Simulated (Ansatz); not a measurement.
Start from Lu (space group R-3m, No. 166; a = 3.409 Å, c = 24.370 Å (hexagonal axes); a cell from a computed database, its experimental status unchecked).

Now apply this change: a hydrostatic pressure of 0.7 GPa.

Levels (all Ansatz, a first-principles code, PAW): PBEsol (420 eV, spin-orbit coupling left out); PBEsol+SOC (420 eV, noncollinear with spin-orbit coupling).

The geometry is relaxed with PBEsol.

| Item | Result |
|---|---|
| PBEsol pressure | 0.7 GPa |

What does PBEsol+SOC give at this geometry for the pressure?

The pressure falls by 0.4 GPa to 0.3 GPa.

Single points use the geometry relaxed with PBEsol. Differences between runs with and without spin-orbit coupling are approximate. Load acts through the strain it causes; cell and atoms are relaxed under it. Stability against distortions was not tested. The runs without spin-orbit coupling are not spin-polarised. This is not the structure that Lu has at room temperature and ambient pressure.
